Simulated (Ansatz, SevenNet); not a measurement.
For TaAs (I4₁md, No. 109, 4 atoms in the cell; start mp-1936), the machine-learned potential SevenNet-l3i5 (trained on PBE and PBE+U data) gives:

| Quantity | Value |
|---|---|
| lattice constant a | 3.470 Å |
| c axis length | 11.738 Å |

**Question.** What does r²SCAN-D4 in Ansatz (PAW) give for the same quantities?

**Answer.** 
- lattice constant a: 3.436 Å (decreases by 1.0 %)
- lattice parameter c: 11.680 Å (drops by 0.5 %)

Changes are worked out from the printed values.

Unless a cell is named, each level is at its own relaxed cell (SevenNet-l3i5 17.67, r²SCAN-D4 17.23 Å³/atom).

Levels without +SOC leave out spin–orbit coupling, which shifts energies and cells of such heavy elements.

Caveats: the relaxation could not lower the start's symmetry, so the cell can be a saddle point above a distorted one (SevenNet-l3i5, r²SCAN-D4). Ansatz's density-functional and Hartree–Fock values are scalar-relativistic unless marked +SOC, with PAW data made under PBE.

A start named mp-… is a Materials Project structure, which need not be a measured phase.

Ansatz is a first-principles code.
